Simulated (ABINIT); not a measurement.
A self-consistent single point of Mg₆ZnB (Amm2, 8 atoms in the cell) with ABINIT.

Method of the run: LDA (PW92), PAW (JTH v2.0 LDA PAW) (plane waves; ABINIT 10.0.3).

```yaml
crystal:
  lattice:
    - [3.88560, 0.00000, 0.00000]
    - [0.00000, 4.04725, 4.88495]
    - [0.00000, -4.04725, 4.88495]
  atoms:
    - { symbol: Mg, position: [0.50000, 0.95351, 0.31021] }
    - { symbol: Mg, position: [0.50000, 0.31021, 0.95351] }
    - { symbol: Mg, position: [0.50000, 0.87251, 0.87251] }
    - { symbol: Mg, position: [0.00000, 0.61674, 0.15368] }
    - { symbol: Mg, position: [0.00000, 0.15368, 0.61674] }
    - { symbol: Mg, position: [0.00000, 0.64036, 0.64036] }
    - { symbol: Zn, position: [0.50000, 0.42964, 0.42964] }
    - { symbol: B, position: [0.00000, 0.02337, 0.02337] }
```

Reference input (self-consistent single point, DFT, PBEsol, plane waves, PAW (JTH v2.0 PBE PAW, files made for PBE)): pseudos = [Mg.GGA_PBE-JTH.xml, Zn.GGA_PBE-JTH.xml, B.GGA_PBE-JTH.xml]; ecut = 816 eV; pawecutdg = 1633 eV; ixc = -116133; occopt = 3; tsmear = 0.1 eV; ngkpt = 5 3 3; nshiftk = 1; shiftk = 0 0 0; potentials = JTH v2.0 PBE PAW; nband = 48; kptopt = 1. This run's input differs from it in these lines:

```diff
@@ -1,4 +1,4 @@
-# Mg6ZnB, JTH v2.0 PBE PAW
+# Mg6ZnB, JTH v2.0 LDA PAW
 pp_dirpath "./"
-pseudos "Mg.GGA_PBE-JTH.xml, Zn.GGA_PBE-JTH.xml, B.GGA_PBE-JTH.xml"
+pseudos "Mg.LDA_PW-JTH.xml, Zn.LDA_PW-JTH.xml, B.LDA_PW-JTH.xml"
 acell 7.3427198298 11.9879077554 11.9879077554
@@ -23,3 +23,3 @@
 pawecutdg 1633 eV
-ixc -116133
+ixc 7
 occopt 3
```

Its files differ too (potentials: JTH v2.0 PBE PAW → JTH v2.0 LDA PAW).

Output (repeated stretches shortened):

```
--- !BeginCycle
solver: {iscf: 17, nstep: 60, nline: 4, wfoptalg: 10, }
tolerances: {toldfe: 1.00E-09, }
...

     iter   Etot(hartree)      deltaE(h)  residm     nres2
 ETOT  1  -444.04459727641    -4.440E+02 4.385E+00 5.447E+00
 ETOT  2  -448.31490436536    -4.270E+00 4.467E-01 1.307E+01
 ETOT  3  -448.28805520585     2.685E-02 1.770E-01 4.835E+00
 ETOT  4  -448.27734778875     1.071E-02 3.753E-02 1.738E+00
 ETOT  5  -448.27434402592     3.004E-03 1.421E-02 2.174E-01
   [... 5 lines left out ...]
 ETOT 11  -448.27437290855    -6.023E-08 3.917E-04 2.477E-07
 ETOT 12  -448.27437291968    -1.112E-08 8.564E-05 3.460E-07
 ETOT 13  -448.27437291943     2.463E-10 1.010E-04 1.778E-08
 ETOT 14  -448.27437291941     1.859E-11 2.242E-05 1.125E-09
 At SCF step   14, etot is converged :
  for the second time, diff in etot=  1.859E-11 < toldfe=  1.000E-09

 Cartesian components of stress tensor (hartree/bohr^3)
  sigma(1 1)=  8.16450517E-05  sigma(3 2)=  0.00000000E+00
  sigma(2 2)=  1.12484858E-04  sigma(3 1)=  0.00000000E+00
  sigma(3 3)=  1.07604329E-04  sigma(2 1)=  0.00000000E+00

 ----iterations are completed or convergence reached----

 reduced coordinates (array xred) for    8 atoms
       0.500000000000      0.953510000033      0.310210000012
       0.500000000000      0.310210000012      0.953510000033
       0.500000000000      0.872510000031      0.872510000031
       0.000000000000      0.616740000025      0.153680000002
       0.000000000000      0.153680000002      0.616740000025
       0.000000000000      0.640360000021      0.640360000021
   [... lines left out ...]
 Fermi (or HOMO) energy (hartree) =   0.18617   Average Vxc (hartree)=  -0.32950
   [... lines left out ...]
'-kT*entropy'       : -4.68175552887077E-03
total_energy        : -4.48274363890646E+02
total_energy_eV     : -1.21981657904257E+04
...

-Cartesian components of stress tensor (GPa)         [Pressure= -2.9591E+00 GPa]
- sigma(1 1)=  2.40207995E+00  sigma(3 2)=  0.00000000E+00
- sigma(2 2)=  3.30941822E+00  sigma(3 1)=  0.00000000E+00
- sigma(3 3)=  3.16582811E+00  sigma(2 1)=  0.00000000E+00

 Calculation completed.
```

The run converged in 14 iterations. 

The starting cell comes from a database of computed structures (which also holds hypothetical and non-ambient phases and stackings), without a prior relaxation at this level.

These are the values that this program gave, and no reference: the one-centre exchange-correlation terms come from a truncated expansion.

Cost on one core of a shared machine: roughly 4 min.
